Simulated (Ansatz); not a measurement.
**OsO₄ (C2/c, No. 15; cell taken from a computed entry)**

These are PBEsol (Ansatz, a program for electronic structure, PAW) values and carry that method's errors.

Run with plane-wave cutoff 500 eV, 10×10×6 k mesh (along the axes of the cell as run), gaussian smearing 0.02 eV, no spin polarisation, scalar-relativistic PAW data made under PBE.

Cell (relaxed at this level):

```
CELL_PARAMETERS angstrom
      4.85584    -2.34699     0.00175
      4.85584     2.34699     0.00175
     -3.92356     0.00000     7.91594
ATOMIC_POSITIONS crystal
  Os 0.75082 0.24918 0.25000
  Os 0.24918 0.75082 0.75000
  O  0.07524 0.15375 0.19627
  O  0.92476 0.84625 0.80373
  O  0.84625 0.92476 0.30373
  O  0.15375 0.07524 0.69627
  O  0.65193 0.57027 0.41712
  O  0.34807 0.42973 0.58288
  O  0.42973 0.34807 0.08288
  O  0.57027 0.65193 0.91712
```

```
Item                           Result
--------  ---------------------------
band gap  3.53 eV (on the SCF k mesh)
```

Note: the relaxation could not lower the start's symmetry, so the cell can be a saddle point above a distorted one.

Spin–orbit coupling is not included.

It cost about 12 core-minutes (a rough figure) of CPU time.
